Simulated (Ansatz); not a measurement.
## KCl under a change: K vacancy, symmetric start

The reference is a 16-atom supercell of KCl in the rock salt structure (space group Fm-3m, No. 225; a = 6.381 Å) at its relaxed geometry.

The change: a neutral K vacancy, symmetric start, atoms relaxed at fixed cell.

Calculations: Ansatz (a quantum-chemistry and plane-wave program) PBE, scalar-relativistic without spin-orbit coupling. k-mesh 4×4×4 (Γ-centred); smearing 0.01 eV (Fermi–Dirac).

The pressure hardly moves (0.0 GPa against 0.1 GPa) and the energy gained by relaxation amounts to 0.07 eV. The largest displacement of a host atom from its site in the perfect cell comes out as 0.12 Å and the mean distance from the defect site to its nearest host atoms grows by 12 pm to 331 pm.

Final structure:

```
CELL_PARAMETERS angstrom
      0.00000     6.38117     6.38117
      6.38117     0.00000     6.38117
      6.38117     6.38117     0.00000
ATOMIC_POSITIONS crystal
  Cl 0.00000 0.00000 0.00000
  Cl 0.99063 0.99063 0.50937
  Cl 0.99063 0.50937 0.99063
  Cl 0.99063 0.50937 0.50937
  Cl 0.50937 0.99063 0.99063
  Cl 0.50937 0.99063 0.50937
  Cl 0.50937 0.50937 0.99063
  Cl 0.50000 0.50000 0.50000
  K  0.25000 0.25000 0.75000
  K  0.25000 0.75000 0.25000
  K  0.25000 0.75000 0.75000
  K  0.75000 0.25000 0.25000
  K  0.75000 0.25000 0.75000
  K  0.75000 0.75000 0.25000
  K  0.75000 0.75000 0.75000
```

Other magnetic orders, which the real material may have, were not ruled out. In so small a cell the defect repeats every few ångströms: this is an ordered compound, not a dilute defect. The mesh was chosen for an insulator and is coarse for the gapless case. The defect started on the symmetric site and kept its symmetry, so it may sit on a saddle. The defect cell is spin-polarised and ends with 1.0 μB.
